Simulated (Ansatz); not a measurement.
Start from Cs2AgBiBr6 (space group Fm-3m, No. 225; a = 11.3439 Å).

Computed with Ansatz (a program for electronic structure), r2SCAN, PAW, cutoff 500 eV, spin-orbit coupling left out, earlier PAW set.

One change was made to it. Results:

```tsv
quantity	base	after
width of the top valence band	1.24 eV	2.90 eV
shortest interatomic distance	2.815 Å	2.401 Å
gap character	indirect, X → L	indirect, X → L
electron mass	0.36 mₑ along k, 0.27 mₑ across (at L)	0.39 mₑ along k, 0.24 mₑ across (at L)
```

Problem. What was done to the base?
A. pressure 4.2 GPa
B. pressure 1.8 GPa
C. pressure 30 GPa

Solution. C, pressure 30 GPa. For comparison, the electron mass in the other runs: pressure 1.8 GPa gives 0.37 mₑ along k, 0.26 mₑ across (at L); pressure 4.2 GPa gives 0.37 mₑ along k, 0.26 mₑ across (at L).

Spin-orbit coupling, missing from the scalar runs, can matter with Bi. Load acts through the strain it causes; cell and atoms are relaxed under it. Effective masses come from finite differences of ±0.01 Å⁻¹. Along k means along the line from Γ to the band edge. Whether these cells are dynamically stable was not tested. No other phases were tried under pressure.
